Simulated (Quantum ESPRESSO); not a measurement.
Worked example: self-consistent single point of Tl₃Cu (I4/mmm, 4 atoms in the cell) in Quantum ESPRESSO.

Method of the run: PBEsol, PSlibrary ultrasoft (PBE) pseudopotentials (plane waves; Quantum ESPRESSO).

```yaml
crystal:
  lattice:
    - [2.28607, -2.28607, 4.98630]
    - [2.28607, 2.28607, 4.98630]
    - [-2.28607, -2.28607, 4.98630]
  atoms:
    - { symbol: Tl, position: [0.50000, 0.25000, 0.75000] }
    - { symbol: Tl, position: [0.50000, 0.75000, 0.25000] }
    - { symbol: Tl, position: [0.00000, 0.50000, 0.50000] }
    - { symbol: Cu, position: [0.00000, 0.00000, 0.00000] }
```

Reference input (self-consistent single point, DFT, PBEsol, plane waves, PSlibrary ultrasoft (PBE) pseudopotentials): ecutwfc = 50 Ry; ecutrho = 300 Ry; occupations = smearing; smearing = fd; degauss = 0.0099958 Ry; input_dft = pbesol; potentials = {Tl: Tl.pbe-dn-rrkjus_psl.1.0.0.UPF, Cu: Cu.pbe-dn-rrkjus_psl.1.0.0.UPF}; K_POINTS = automatic 7 7 7 0 0 0; conv_thr = 1e-11 Ry. This run's input differs from it in these lines:

```diff
@@ -33,3 +33,3 @@
 K_POINTS automatic
-7 7 7  0 0 0
+5 5 5  0 0 0
```

Output (repeated stretches shortened):

```
     Self-consistent Calculation

     iteration #  1     ecut=    50.00 Ry     beta= 0.70

     Threshold (ethr) on eigenvalues was too large:
     Diagonalizing with lowered threshold

     total energy              =    -471.89984374 Ry
     estimated scf accuracy    <       0.04692050 Ry

     iteration #  2     ecut=    50.00 Ry     beta= 0.70

     total energy              =    -471.88549448 Ry
     estimated scf accuracy    <       0.12123764 Ry

     iteration #  3     ecut=    50.00 Ry     beta= 0.70

     total energy              =    -471.91323009 Ry
     estimated scf accuracy    <       0.06125108 Ry

   [... 8 blocks of this kind left out ...]

     iteration # 12     ecut=    50.00 Ry     beta= 0.70

     total energy              =    -471.91945768 Ry
     estimated scf accuracy    <          1.4E-11 Ry

     iteration # 13     ecut=    50.00 Ry     beta= 0.70
     End of self-consistent calculation

     the Fermi energy is     9.7164 ev

!    total energy              =    -471.91945768 Ry
     estimated scf accuracy    <          4.0E-12 Ry
     smearing contrib. (-TS)   =      -0.00933006 Ry
     internal energy E=F+TS    =    -471.91012762 Ry

     convergence has been achieved in  13 iterations

     Forces acting on atoms (cartesian axes, Ry/au):

     atom    1 type  1   force =     0.00000000    0.00000000   -0.00000000
   [... zero for the other atoms too ...]

     Total force =     0.000000     Total SCF correction =     0.000000

          total   stress  (Ry/bohr**3)                   (kbar)     P=      -34.17
  -0.00023540   0.00000000   0.00000000          -34.63        0.00        0.00
  -0.00000000  -0.00023540  -0.00000000           -0.00      -34.63       -0.00
  -0.00000000   0.00000000  -0.00022596           -0.00        0.00      -33.24

   JOB DONE.
```

The run converged in 13 iterations. Against the reference run the free energy falls by 5.3 meV/atom and the pressure stays near -3.42 GPa while the zz stress (positive for compression) goes from -3.67 to -3.32 GPa.

The starting cell comes from a database of computed structures (which also holds hypothetical and non-ambient phases and stackings), without a prior relaxation at this level. Spin polarisation is off. With a pressure of about -3 GPa the cell is away from its equilibrium volume at this level.

Cost on one core of a shared machine: roughly 2 min.
